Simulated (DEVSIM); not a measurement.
Model (solved in DEVSIM): 1D drift-diffusion, Boltzmann statistics, complete ionisation; no tunnelling, impact ionisation, image-force lowering or self-heating. Metal contacts follow the ideal Schottky-Mott rule: no Fermi-level pinning, no interface dipoles.

System: Schottky contact on n-type Si, at 300 K.

| layer (left to right) | material | thickness (μm) | Nd (cm⁻³) | τn (s) | τp (s) |
|---|---|---|---|---|---|
| 1 | Si | 1.50 | 1.8e17 | 4.4e-7 | 4.4e-7 |
| 2 | Si | 3.20 | 1.4e18 | 4.4e-7 | 4.4e-7 |

Left contact: Schottky, work function 4.68 eV, emission velocity 4.2e6 cm/s. Right contact: ohmic. Voltage is applied to the left contact. Recombination: SRH at mid-gap, Auger. Mobility is constant in doping. Where it depends on doping, it is μmin + (μ − μmin)/(1 + (N/Nref)^α).

The device is made up for the run: typed textbook-type constants, with dimensions and the other settings drawn at random. Values at 300 K; Nc and Nv go as T^1.5, mobilities as T to minus their exponent, the gap by Varshni's rule with the affinity fixed. The table also holds parameters that only a changed run uses.

```csv
parameter,Si
gap (eV),1.124
affinity (eV),4.05
permittivity,11.7
Nc (cm⁻³),2.86e19
Nv (cm⁻³),3.1e19
μn (cm²/Vs),1417
μp (cm²/Vs),470
"μn,min",52
"μp,min",45
"Nref,n",9.7e16
"Nref,p",2.2e17
αn,0.68
αp,0.72
T exponent of μn,2.3
T exponent of μp,2.2
Cn (cm⁶/s),2.8e-31
Cp (cm⁶/s),9.9e-32
Varshni α (eV/K),0.000473
Varshni β (K),636
```

One input was changed, with this effect: potential step across the device at zero bias 0.552 → 0.511 V; dark forward voltage at 100 A/cm² 0.317 → 0.199 V.

Which change was it?
(A) thickness of layer 2 3.2 → 1.1 μm
(B) doping-dependent mobility in place of the constant one
(C) temperature 300 → 400 K
(D) thickness of layer 1 1.5 → 0.3 μm
(E) Auger recombination switched off

C, temperature 300 → 400 K
